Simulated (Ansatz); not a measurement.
ScBeNO (model structure, started from the AlSiCN type, P3m1, No. 156, 4 atoms in the cell), treated with r²SCAN in Ansatz (plane waves, PAW).

Run with plane-wave cutoff 560 eV, 12×12×8 k mesh (along the axes of the cell as run), Fermi–Dirac smearing 0.01 eV, scalar-relativistic PAW data made under PBE.

Cell (relaxed with PBE-D3(BJ)):

```xyz
4
Lattice="3.2483 0.0000 0.0000 -1.6241 2.8131 0.0000 0.0000 0.0000 4.8546" Properties=species:S:1:pos:R:3 pbc="T T T"
Sc     0.0000     1.8754     2.5128
Be     1.6241     0.9377     4.7865
O      0.0000     1.8754     0.4491
N      1.6241     0.9377     3.1744
```

Predict the band gap, smallest direct gap on the k points sampled and direct gap at Γ.


- band gap = 3.65 eV (indirect)
- smallest direct gap on the k points sampled = 3.82 eV
- direct gap at Γ = 4.81 eV

Note: the relaxation could raise the start's symmetry but not lower it, so the cell can be a saddle point; cell and atoms aren't relaxed at this level (largest force component 0.11 eV/Å, pressure 1.5 GPa).

Static lattice: no zero-point or thermal effects.

Computing time: around 25 core-seconds (rough).

A model structure was made by putting elements into a prototype or built by hand; it is no filed structure, need not be a known phase, and can be a saddle point held by its symmetry.

Ansatz is an electronic-structure program.
